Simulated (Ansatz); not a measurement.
Hypothetical I4/mmm Ge under a change: pressure 7.5 GPa

Consider Ge (space group I4/mmm, No. 139; a = 7.0514 Å, c = 4.0729 Å; a hypothetical phase, not in the database extracts checked).

Now apply this change: a hydrostatic pressure of 7.5 GPa.

The values are results of PBE (Ansatz, a program for electronic structure), no spin-orbit coupling, not measurements. Γ-centred 9×9×9 mesh, Fermi–Dirac width 0.05 eV.

Volume per atom: 22.73 Å³ (base 25.31 Å³)
Density: 5.31 g/cm³ (base 4.77 g/cm³)
Lattice parameter a: 6.782 Å (base 7.051 Å)
c/a ratio: 0.583 (base 0.578)
Shortest interatomic distance: 2.394 Å (base 2.486 Å)
Enthalpy H = E + PV relative to the base's energy: +1.12 eV/atom
Band gap: zero (base zero)

Final structure:

```yaml
crystal:
  lattice:
    - [-3.39089, 3.39089, 1.97641]
    - [3.39089, -3.39089, 1.97641]
    - [3.39089, 3.39089, -1.97641]
  atoms:
    - { symbol: Ge, position: [0.17953, 0.17953, 0.35907] }
    - { symbol: Ge, position: [0.17953, 0.82047, 0.00000] }
    - { symbol: Ge, position: [0.82047, 0.17953, 0.00000] }
    - { symbol: Ge, position: [0.82047, 0.82047, 0.64093] }
```

The mesh was chosen for an insulator and is coarse for the gapless case. Load acts through the strain it causes; cell and atoms are relaxed under it. Whether these cells are dynamically stable was not tested. Competing high-pressure phases were not computed. The zero or small gap of Ge can change with the level of theory.
